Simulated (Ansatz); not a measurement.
**hypothetical CsCl type NbP with two functionals, isotropic strain −0.66 %**

Take NbP in the CsCl type structure (space group Pm-3m, No. 221; a = 3.110 Å; a hypothetical phase, not in the database extracts checked; relaxed with 0.1 eV smearing) as the base.

(Cell as relaxed with PBE.)

Levels (all Ansatz, a program for electronic structure, PAW): PBE (420 eV, no spin-orbit coupling); PBEsol (420 eV, scalar-relativistic without spin-orbit coupling).

Each level relaxes its own structure.

```json
[
 {"base": "volume per atom", "PBE": "15.04 Å³", "PBEsol": "14.60 Å³"},
 {"base": "lattice parameter a", "PBE": "3.110 Å", "PBEsol": "3.079 Å"},
 {"base": "band gap", "PBE": "zero", "PBEsol": "zero"}
]
```

Modification: an isotropic linear strain of −0.66 %, atoms relaxed at fixed cell.

| quantity | PBE | PBEsol |
|---|---|---|
| pressure | 4.0 GPa | 4.3 GPa |
| energy relative to the base (free energy F) | +3.6 meV/atom | +3.8 meV/atom |
| band gap | zero | zero |

PBE's pressure lies 0.3 GPa below PBEsol's; the two agree on the band gap. Neither level is exact; PBEsol is the comparison here, not a measurement.

Whether these cells are dynamically stable was not tested. The final runs are not spin-polarised.
